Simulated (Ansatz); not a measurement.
## A computed series for Ga2O3: pressure series

Take Ga$_{2}$O$_{3}$ (space group Cmcm, No. 63; a = 2.789 Å, b = 9.275 Å, c = 7.149 Å; a cell from a computed database, its experimental status unchecked) as the base.

Cell and atoms are relaxed at each pressure.

Computed with Ansatz (an electronic-structure program), PBEsol, PAW, cutoff 420 eV, no spin-orbit coupling.

Two rows of this table had their results exchanged by mistake.

```
pressure          volume per atom (Å³)  shortest distance (Å)  band gap
----------------  --------------------  ---------------------  --------
pressure −2 GPa                   9.35                  1.947   1.40 eV
pressure −1 GPa                   9.30                  1.946   1.44 eV
pressure 0.3 GPa                  9.23                  1.946   1.49 eV
pressure 0.7 GPa                  9.21                  1.945   1.51 eV
pressure 1.5 GPa                  9.17                  1.945   1.54 eV
pressure 3 GPa                    9.10                  1.944   1.59 eV
pressure 5 GPa                    8.82                  1.939   1.85 eV
pressure 7.5 GPa                  8.91                  1.941   1.76 eV
pressure 10 GPa                   9.02                  1.943   1.67 eV
```

Task: Which two?

Result: The rows for pressure 5 GPa and pressure 10 GPa: the volume has to fall steadily with pressure, so 9.02 Å³ belongs to pressure 5 GPa and 8.82 Å³ to pressure 10 GPa.

Load acts through the strain it causes; cell and atoms are relaxed under it. Whether these cells are dynamically stable was not tested. Competing high-pressure phases were not computed.
